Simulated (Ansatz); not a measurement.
Adsorption energy and surface dipole of O on the 1x1 (111) surface of fcc Cu, one in a 2x2 cell, started at the site 'bridge Cu-Cu (span 2.6 Å)', worked from the runs' numbers; total energies count from the potentials' own zero.

Level of theory: PBE (plane waves to 420 eV, PAW; Ansatz, an electronic-structure program).

Slab: 17 atoms, 6.2 Å thick at the start under the adsorbate (thin: gaps and levels are the slab's own); k 6x6x1, smearing 0.1 eV, dipole-corrected; 8 atoms held, the rest relaxed; symmetry of the start imposed; spin-polarised, no spin-orbit, no U, no dispersion correction. The starting moment vanished. At the end it is bonded to 3 Cu. In PBE it is, or lies within 0.03 eV of, the lowest of the starts that converged.

```tsv
quantity	value
slab with the adsorbate	-106565.542 eV
clean slab, same cell and mesh	-105999.042 eV
reference, ½ O2(g)	-564.968 eV
area of the cell	22.82 Å²
change of the step from the bottom to the top vacuum level	0.908 eV
```

Q: What is the adsorption energy against this reference?

A: E(slab + adsorbate) − E(slab) − E(reference) = -1.53 eV, so in this state the adsorbate is more stable than in the reference, at a coverage of 4.38 a nm².

Q: What dipole does adsorption add to the slab along the outward normal (Helmholtz relation, ε₀ = 0.005526 e/(V·Å))?

A: p = −ε₀·A·ΔV = -0.114 e·Å = -0.55 D; its negative end points to the vacuum, which raises the vacuum level.
